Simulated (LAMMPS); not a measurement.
LAMMPS 22 Jul 2025, classical MD, SNAP (Cu_Zuo_JPCA2020.snapcoeff): Cu, 500 atoms.

- task: MD, nve
- potential: SNAP, Cu_Zuo_JPCA2020.snapcoeff Cu_Zuo_JPCA2020.snapparam
- copies of the repeat unit: 5×5×5
- shape (slab and sphere leave vacuum in the box): bulk
- steps: 400
- timestep: 1 fs
- thermo: 50
- newton: on (default)
- atom_modify sort (bins of 2 Å where set): 1000 (default)
- comm_style: brick (default)
- box: 18.1 × 18.1 × 18.1 Å
- start: generated fcc lattice, warmed in an untimed run

All runs start from one configuration, warmed at this fixed volume for 300 steps under a thermostat at 900 K. The run at a skin of 2 Å has a mean temperature of 924 K and a mean pressure of 7.5 GPa.

Each setting ran once; only counts and results are compared.

With neigh_modify every 1 delay 0 check yes, skins of 0.1, 0.3, 0.5, 1, 1.5, 2, 3 Å were run. Further schedules:
- skin 2 Å, every 10 delay 0 check yes
- skin 1 Å, every 10 delay 0 check yes
- skin 1 Å, every 100 delay 0 check no
- skin 1 Å, every 20 delay 0 check no
- skin 1 Å, every 1 delay 10 check yes
- skin 0.3 Å, every 10 delay 0 check yes
- skin 2 Å, every 20 delay 0 check no

A schedule rebuilds too seldom if it shows a dangerous build, rebuilds less often than the check at every step does at that skin, or fails.

**Question.** Which schedules can miss pairs here, and how do rebuilds depend on the skin?

**Answer.** With the check at every step the rebuilds are 99 at 0.1 Å, 35 at 0.3 Å, 21 at 0.5 Å, 10 at 1 Å, 5 at 1.5 Å, 1 at 2 Å, 0 at 3 Å. Too seldom: skin 1 Å, every 10 delay 0 check yes; skin 1 Å, every 100 delay 0 check no; skin 0.3 Å, every 10 delay 0 check yes.

```json
[
 {"setting": "skin 0.1 Å, every 1 delay 0 check yes", "rebuilds": "99", "dangerous builds": "—", "list entries an atom": "20.2", "change of the total energy (meV/atom)": "under 0.001"},
 {"setting": "skin 0.3 Å, every 1 delay 0 check yes", "rebuilds": "35", "dangerous builds": "—", "list entries an atom": "28.0", "change of the total energy (meV/atom)": "under 0.001"},
 {"setting": "skin 0.5 Å, every 1 delay 0 check yes", "rebuilds": "21", "dangerous builds": "—", "list entries an atom": "37.8", "change of the total energy (meV/atom)": "under 0.001"},
 {"setting": "skin 1 Å, every 1 delay 0 check yes", "rebuilds": "10", "dangerous builds": "—", "list entries an atom": "47.7", "change of the total energy (meV/atom)": "under 0.001"},
 {"setting": "skin 1.5 Å, every 1 delay 0 check yes", "rebuilds": "5", "dangerous builds": "—", "list entries an atom": "60.2", "change of the total energy (meV/atom)": "under 0.001"},
 {"setting": "skin 2 Å, every 1 delay 0 check yes", "rebuilds": "1", "dangerous builds": "—", "list entries an atom": "78.9", "change of the total energy (meV/atom)": "under 0.001"},
 {"setting": "skin 3 Å, every 1 delay 0 check yes", "rebuilds": "0", "dangerous builds": "—", "list entries an atom": "134", "change of the total energy (meV/atom)": "under 0.001"},
 {"setting": "skin 2 Å, every 10 delay 0 check yes", "rebuilds": "1", "dangerous builds": "0", "list entries an atom": "78.9", "change of the total energy (meV/atom)": "under 0.001"},
 {"setting": "skin 1 Å, every 10 delay 0 check yes", "rebuilds": "8", "dangerous builds": "0", "list entries an atom": "47.6", "change of the total energy (meV/atom)": "under 0.001"},
 {"setting": "skin 1 Å, every 100 delay 0 check no", "rebuilds": "4", "dangerous builds": "not counted", "list entries an atom": "47.6", "change of the total energy (meV/atom)": "+0.0028"},
 {"setting": "skin 1 Å, every 20 delay 0 check no", "rebuilds": "20", "dangerous builds": "not counted", "list entries an atom": "47.6", "change of the total energy (meV/atom)": "under 0.001"},
 {"setting": "skin 1 Å, every 1 delay 10 check yes", "rebuilds": "10", "dangerous builds": "0", "list entries an atom": "47.7", "change of the total energy (meV/atom)": "under 0.001"},
 {"setting": "skin 0.3 Å, every 10 delay 0 check yes", "rebuilds": "23", "dangerous builds": "6", "list entries an atom": "28.1", "change of the total energy (meV/atom)": "under 0.001"},
 {"setting": "skin 2 Å, every 20 delay 0 check no", "rebuilds": "20", "dangerous builds": "not counted", "list entries an atom": "79.0", "change of the total energy (meV/atom)": "under 0.001"}
]
```

Where the energy changes as in the checked runs, the late rebuilds cost nothing that shows in this run. List entries are as LAMMPS prints them (Ave neighs/atom).
